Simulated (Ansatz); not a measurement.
# What pressure −1 GPa does to CoPdO2

Start from CoPdO2 (space group R-3m, No. 166; a = 2.815 Å, c = 17.632 Å (hexagonal axes); non-magnetic).

One thing is altered: a negative pressure, −1 GPa.

Computed with PBEsol (Ansatz, a first-principles code), scalar-relativistic without spin-orbit coupling. k-mesh 17×17×17 (Γ-centred); smearing 0.05 eV (Fermi–Dirac).

| quantity | base | changed | shift |
|---|---|---|---|
| volume per atom | 10.08 Å³ | 10.13 Å³ | +0.05 Å³ |
| density | 8.13 g/cm³ | 8.09 g/cm³ | -0.04 g/cm³ |
| lattice parameter a | 5.319 bohr | 5.329 bohr | +0.010 bohr |
| c/a ratio | 6.264 | 6.257 | -0.007 |
| shortest interatomic distance | 3.561 bohr | 3.565 bohr | +0.0046 bohr |
| enthalpy H = E + PV relative to the base's energy | – | -0.06 eV/atom | – |
| band gap | zero | zero | – |

Final structure:

```xyz
4
Lattice="1.4101 0.8141 5.8818 -1.4101 0.8141 5.8818 0.0000 -1.6282 5.8818" Properties=species:S:1:pos:R:3 pbc="T T T"
Pd     0.0000     0.0000     0.0000
Co     0.0000     0.0000     8.8226
O      0.0000     0.0000     1.9878
O      0.0000     0.0000    15.6575
```

Load acts through the strain it causes; cell and atoms are relaxed under it. No phonon test of stability was made. Seeded moments were not kept for the base. No Hubbard U is applied and the magnetic state is the run's own (CoPdO2 not spin-polarised; CoPdO2 non-magnetic); small cells can't hold the antiferromagnetic order that many such compounds have, so gaps and moments can be off. The final runs are not spin-polarised. An odd electron count without spin: CoPdO2.
